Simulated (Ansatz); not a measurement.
**Convergence study of the k-point mesh for Sn (Immm, 1 atom in the cell)**

```
Sn
1.0
   -1.69629     1.96052     2.11419
    1.69629    -1.96052     2.11419
    1.69629     1.96052    -2.11419
Sn
1
Cartesian
  0.00000   0.00000   0.00000
```

Method: PBEsol, default PAW files made with PBE (plane waves; Ansatz, a quantum-chemistry and plane-wave program).

Base settings: basis.ecutwfc = 420 eV; kpoints.mp_grid.grid = 13 13 13; hamiltonian.xc = pbesol; hamiltonian.pseudopotentials = {kind: paw} (the program's default PAW files); scf.occupations.method = fermi_dirac; scf.occupations.width = 0.1 eV.

The second cell is the first with its lattice scaled by 0.98.

Only quantities that move along the ladder and can be compared are tabulated.

The count of work is k-points × plane waves × bands × iterations; it is no time. 

The starting cell comes from a database of computed structures (which also holds hypothetical and non-ambient phases and stackings), without a prior relaxation at this level. Its lattice was rescaled by up to half a per cent. Ansatz's pressure includes its estimate of the finite-basis (Pulay) stress.

| kpoints.mp_grid.grid | free energy less the last step's (meV/atom) | energy of the compressed cell less the first (meV/atom) | pressure (GPa) | count of work / last |
|---|---|---|---|---|
| 2 2 2 | -2062.63 | -104.04 | -11.28 | 0.00050 |
| 3 3 3 | 112.91 | -32.00 | -4.37 | 0.00080 |
| 4 4 4 | 172.80 | -21.40 | -3.35 | 0.0018 |
| 5 5 5 | 110.46 | -6.09 | -1.81 | 0.0027 |
| 6 6 6 | 44.95 | -12.80 | -2.66 | 0.0046 |
| 7 7 7 | -20.84 | -11.34 | -2.52 | 0.0064 |
| 8 8 8 | -13.06 | -20.32 | -3.28 | 0.0095 |
| 9 9 9 | -6.85 | -16.98 | -3.01 | 0.013 |
| 10 10 10 | 4.55 | -17.84 | -3.07 | 0.017 |
| 11 11 11 | 3.51 | -17.39 | -3.03 | 0.022 |
| 12 12 12 | 1.93 | -15.36 | -2.84 | 0.028 |
| 13 13 13 | 0.48 | -16.73 | -2.97 | 0.034 |
| 15 15 15 | -1.27 | -17.42 | -3.04 | 0.051 |
| 16 16 16 | 0.57 | -17.10 | -3.00 | 0.062 |
| 18 18 18 | 0.56 | -16.67 | -2.96 | 0.087 |
| 20 20 20 | -0.47 | -16.97 | -3.00 | 0.12 |
| 22 22 22 | 0.18 | -17.10 | -3.00 | 0.15 |
| 25 25 25 | -0.07 | -16.83 | -2.98 | 0.22 |
| 28 28 28 | 0.01 | -16.95 | -2.99 | 0.31 |
| 31 31 31 | -0.02 | -16.88 | -2.98 | 0.41 |
| 34 34 34 | -0.01 | -16.92 | -2.99 | 0.54 |
| 38 38 38 | -0.03 | -16.91 | -2.98 | 0.75 |
| 42 42 42 | 0.00 | -16.91 | -2.98 | 1.0 |

Coarsest kpoints.mp_grid.grid that holds the free energy within 5 meV/atom of the last step, with all finer ones: 10 10 10, at 0.017 of the last step's count of work; the step before is off by 6.9 meV/atom.

Coarsest kpoints.mp_grid.grid that holds the energy of the compressed cell less the first within 2 meV/atom of the last step, with all finer ones: 9 9 9, at 0.013 of the last step's count of work; the step before is off by 3.4 meV/atom.

Coarsest kpoints.mp_grid.grid that holds the pressure within 0.1 GPa of the last step, with all finer ones: 13 13 13, at 0.034 of the last step's count of work; the step before is off by 0.14 GPa.

The energy difference between the two cells stays within 1 meV/atom of the last step's from 13 13 13 on, the total only from 16 16 16 on: much of the error is common to both cells and cancels.

Keys are those of Ansatz 0.2.
